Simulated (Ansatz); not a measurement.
Take Ir in the fcc (Cu type) structure (space group Fm-3m, No. 225) as the base.

```
CELL_PARAMETERS angstrom
      0.00000     1.91515     1.91515
      1.91515     0.00000     1.91515
      1.91515     1.91515     0.00000
ATOMIC_POSITIONS crystal
  Ir 0.00000 0.00000 0.00000
```

Computed with PBEsol in Ansatz (plane waves to 420 eV, PAW, scalar-relativistic without spin-orbit coupling), earlier PAW set.

For the base:

| Quantity | Result |
|---|---|
| Volume per atom | 14.05 Å³ |

It is then changed as follows: full substitution Ir → Re; the structure is relaxed again.

Tabulated Pauling electronegativity and covalent radius: Ir 2.20, 1.41 Å; Re 1.90, 1.51 Å.

### Question
What happens to the volume per atom?

### Answer
The volume per atom grows by 0.56 Å³ to 14.61 Å³.

No phonon test of stability was made. The final runs are not spin-polarised. This is not the structure that Re has at room temperature and ambient pressure.

Ansatz is an electronic-structure program.
